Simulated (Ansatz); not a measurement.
Base system: CdS in the wurtzite structure (space group P6_3mc, No. 186).

```
CdS
1.0
    4.16356     0.00000     0.00000
   -2.08178     3.60575     0.00000
    0.00000     0.00000     6.76722
Cd S
2 2
Direct
  0.66667   0.33333   0.00099
  0.33333   0.66667   0.50099
  0.66667   0.33333   0.62421
  0.33333   0.66667   0.12421
```

Method: plane-wave PAW DFT at the r2SCAN level (Ansatz, a first-principles code, 500 eV), no spin-orbit coupling.

One change was made to it. Results:

The band gap rises by 0.27 eV (1.63 eV → 1.90 eV); the lattice parameter a drops by 0.1604 Å, from 4.164 Å to 4.003 Å; the gap character remains direct at Γ.

Problem. Which of these changes matches the shifts?
A. pressure 18 GPa
B. pressure 45 GPa
C. pressure 9 GPa

Solution. C, pressure 9 GPa. For comparison, the band gap in the other runs: pressure 18 GPa gives 2.02 eV; pressure 45 GPa gives 0.74 eV.

From pressure 45 GPa on, the axis ratios lie over 15 % from the base's, so the cell there is far from its starting form. Load acts through the strain it causes; cell and atoms are relaxed under it. No phonon test of stability was made. Measured, CdS leaves this structure (for rock salt) near 2.54 GPa (temperature not stated; as listed in Datta, Sujoy, Jana, Debnarayan, arXiv (2020)), on rising pressure, with hysteresis.
